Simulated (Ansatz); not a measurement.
Here is the system:

End structure of a constructed model of the (111) surface of fcc Au, a pseudomorphic layer of W in the host's stacking (bottom of the slab: a bare face, its two planes held):

```xyz
7
Lattice="2.9396 0.0000 0.0000 -1.4698 2.5458 0.0000 0.0000 0.0000 31.0000" Properties=species:S:1:pos:R:3 pbc="T T T"
Au     0.0000     1.6972     8.2025
Au     1.4698     0.8486    10.6027
Au     0.0000     0.0000    12.9956
Au     0.0000     1.6972    15.4033
Au     1.4698     0.8486    17.8226
Au     0.0000     0.0000    20.2360
W      0.0000     1.6972    22.4686
```

Slab: 7 atoms, 14.6 Å thick at the start; k 15x15x1, smearing 0.1 eV, dipole-corrected; single point; on the structure that PBE left under its start's symmetry; no spin, no spin-orbit, no U. It is one candidate, not shown to be the stable structure of the face.

### Question
Predict the work function of the top face from r2SCAN, at the PBE geometry (Ansatz, a program for electronic structure).

### Answer
5.61 eV
